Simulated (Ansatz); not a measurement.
Functionals compared on the (10-12) surface of hcp Zr in its 1x1 cell, outermost plane spacing 0.63 Å in the ideal cut (one of several cuts of this face), in Ansatz (plane waves, PAW). The structure was relaxed with PBE; the other rows are single points on it, each with its references at the same level. Cutoff 420 eV (500 eV for r2SCAN).

Set-up: 12 atoms, 10.1 Å thick at the start (thin: gaps and levels are the slab's own); mesh 12x5x1; 0.1 eV smearing; dipole correction on; all atoms relaxed; symmetry of the start imposed; no spin, no spin-orbit, no U. These notes are the PBE run's.

| functional | surface energy (J/m²) | work function of the top face (eV) | rough cost of the single point |
|---|---|---|---|
| PBE | 1.69 | 3.43 | – |
| LDA | 1.89 | 3.67 | about 100 core-seconds (a rough figure) |
| PBEsol | 1.84 | 3.50 | about 2.5 core-minutes (a rough figure) |
| RPBE | 1.57 | 3.30 | around 2.4 core-minutes (rough) |
| r2SCAN | 1.84 | 3.41 | about 2.8 core-minutes (a rough figure) |

Ansatz is a quantum-chemistry and plane-wave program.
